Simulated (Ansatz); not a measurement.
Consider the following.

```
ZnO
1.0
    3.11008     0.00000     0.00000
   -1.55504     2.84379     0.00000
    0.00000     0.00000     5.26408
Zn O
2 2
Direct
  0.33655   0.67311   0.00056
  0.66345   0.32689   0.50056
  0.33903   0.67807   0.37444
  0.66097   0.32193   0.87444
```

The numbers are results of r2SCAN with spin-orbit coupling, rigid bands (plane waves, PAW; Ansatz, an electronic-structure program), not measurements. Condition of this run: uniaxial stress along a of 4.4 GPa (compression positive) (the target of the relaxation). How the cell was made: cell and atoms relaxed with PBEsol, then loaded as said.

Q: What conductivity effective mass do dilute holes have at 300 K?

A: 0.60 (x), 2.8 (y), 3.2 (z) mₑ.

Q: Predict the electron conductivity mass (n e² τ/σ) at 300 K, by direction if it differs.

A: 0.21 (x), 0.21 (y), 0.198 (z) mₑ.

Q: And the band gap?

A: 1.17 eV at this level; semilocal functionals usually fall short of the measured gap.

Rigid bands, one relaxation time for all states, no polarons. Geometry: cell and atoms relaxed with PBEsol.
